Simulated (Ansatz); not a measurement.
Reference: BaSi2 (P-3m1), PBEsol, DFPT electron-phonon coupling, linearised Boltzmann equation (plane waves, PAW, scalar-relativistic; Ansatz, an electronic-structure program); geometry: relaxed with this functional, without spin-orbit coupling.

```cif
data_BaSi2
_chemical_formula_sum 'Ba1 Si2'
_space_group_name_H-M_alt 'P-3m1'
_space_group_IT_number 164
_space_group_name_Hall '-P 3 2"'
_cell_length_a 4.03396
_cell_length_b 4.03396
_cell_length_c 5.20994
_cell_angle_alpha 90.000
_cell_angle_beta 90.000
_cell_angle_gamma 120.000
loop_
_atom_site_label
_atom_site_type_symbol
_atom_site_symmetry_multiplicity
_atom_site_Wyckoff_symbol
_atom_site_fract_x
_atom_site_fract_y
_atom_site_fract_z
_atom_site_occupancy
Ba1 Ba 1 a 0.00000 0.00000 0.00000 1
Si1 Si 2 d 0.33333 0.66667 0.43903 1
```

- resistivity at 300 K: 28 μΩ·cm
- electron-phonon coupling λ: 0.38
- logarithmic mean phonon energy: 20 meV

Problem. Replace Ba by Ca on the same sites and relax. What happens?

Solution. CaSi$_{2}$ (P-3m1): volume per atom 24.5 to 20.8 Å³; resistivity at 300 K falls (28 μΩ·cm to 23 μΩ·cm); electron-phonon coupling λ falls (0.38 to 0.24); logarithmic mean phonon energy stays about the same (20 meV to 21 meV).

Moves up to 17 % count as about the same. Metals; harmonic phonons alone scatter; means over directions. Halving the electron mesh moves these values by up to 11 %; q meshes are mostly untested. Some of the runs warned that the eigensolver left states short of its tolerance. Spin-orbit coupling is left out.

Formula and space group known from diffraction (Crystallography Open Database), not checked to be the room-temperature form: CaSi2 (P-3m1). Computed structure with no diffraction record at hand here (it may be known, metastable or hypothetical): BaSi2 (P-3m1).
